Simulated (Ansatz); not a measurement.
GaN under a change: isotropic strain +1.80 %

The reference is GaN in the wurtzite structure (space group P6_3mc, No. 186; a = 3.218 Å, c = 5.243 Å).

It is then changed as follows: an isotropic linear strain of +1.80 %; the atoms relax in the strained cell.

Calculations: Ansatz (a program for electronic structure) PBE, no SOC. k-mesh 12×12×6 (Γ-centred); smearing 0.05 eV (Fermi–Dirac).

* **Space group**: P6_3mc (No. 186) (base P6_3mc (No. 186))
* **Shortest interatomic distance**: 2.002 Å (base 1.967 Å)
* **Energy relative to the base (free energy F)**: +17 meV/atom
* **Pressure (mean of the normal stresses, compression positive)**: -8.18 GPa (base 0.00 GPa)
* **Band gap**: 1.36 eV (base 1.71 eV)
* **Gap character**: direct at Γ (base direct at Γ)
* **Mean gap deformation potential ΔEg/Δln V**: -6.6 eV
* **Width of the top valence band**: 2.50 eV (base 2.67 eV)
* **Electron mass**: 0.12 mₑ along c, 0.13 mₑ across (at Γ) (base 0.14 mₑ along c, 0.16 mₑ across (at Γ))
* **Valence-band top at Γ (three highest levels, from the VBM)**: 0.00, 0.00, -0.03 eV (base 0.00, 0.00, -0.04 eV)

Final structure:

```
GaN
1.0
    3.27630     0.00000     0.00000
   -1.63815     2.83736     0.00000
    0.00000     0.00000     5.33757
Ga N
2 2
Cartesian
  0.00000   1.89157   0.00026
  1.63815   0.94579   2.66905
  0.00000   1.89157   2.01200
  1.63815   0.94579   4.68079
```

Cost of the whole job for the changed cell (relaxation, final SCF and bands): roughly 21 core-seconds.

Masses are band curvatures over ±0.01 Å⁻¹ around the edge. Whether these cells are dynamically stable was not tested.
